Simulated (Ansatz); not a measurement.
Start from MgTe in the wurtzite structure (space group P6_3mc, No. 186; a = 4.608 Å, c = 7.501 Å).

All numbers come from plane-wave PAW DFT at the PBE level (Ansatz, a program for electronic structure, 420 eV), no spin-orbit coupling.

One change was made to it. Results:

```tsv
quantity	base	after
density	3.66 g/cm³	3.81 g/cm³
c/a ratio	1.628	1.627
shortest interatomic distance	2.818 Å	2.780 Å
```

Question: Which of these changes matches the shifts?
(A) pressure 5 GPa
(B) pressure 1.5 GPa
(C) pressure 7.5 GPa

Answer: B, pressure 1.5 GPa. For comparison, the density in the other runs: pressure 7.5 GPa gives 4.29 g/cm³; pressure 5 GPa gives 4.11 g/cm³.

Load acts through the strain it causes; cell and atoms are relaxed under it. Stability against distortions was not tested. Tetrahedral semiconductors of this kind turn to denser phases somewhere between about 1 and 50 GPa; those were not computed, so compressed cells here can lie past the real transition.
